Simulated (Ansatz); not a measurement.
Take BaS in the rock salt structure (space group Fm-3m, No. 225; a = 6.331 Å) as the base. Axes: x, y, z lie along the cube axes.

Method: PBEsol (Ansatz, a quantum-chemistry and plane-wave program), no spin-orbit coupling.

Strains are applied to the cell and any free atomic positions relax.

One change was made to it. Results:

| quantity | base | after |
|---|---|---|
| smallest direct gap | 2.13 eV | 2.08 eV |
| energy relative to the base (free energy F) | 0 meV/atom | +2.1 meV/atom |
| band gap | 2.04 eV | 1.99 eV |

### Question
Which of these changes matches the shifts?
A) tensor shear ε_xy = +0.86 %
B) tensor shear ε_xy = +0.29 %
C) tensor shear ε_xy = +1.71 %
D) tensor shear ε_xy = +0.57 %

### Answer
C, tensor shear ε_xy = +1.71 %. For comparison, the energy relative to the base in the other runs: tensor shear ε_xy = +0.57 % gives +0.2 meV/atom; tensor shear ε_xy = +0.29 % gives +0.1 meV/atom; tensor shear ε_xy = +0.86 % gives +0.5 meV/atom.

Whether these cells are dynamically stable was not tested.
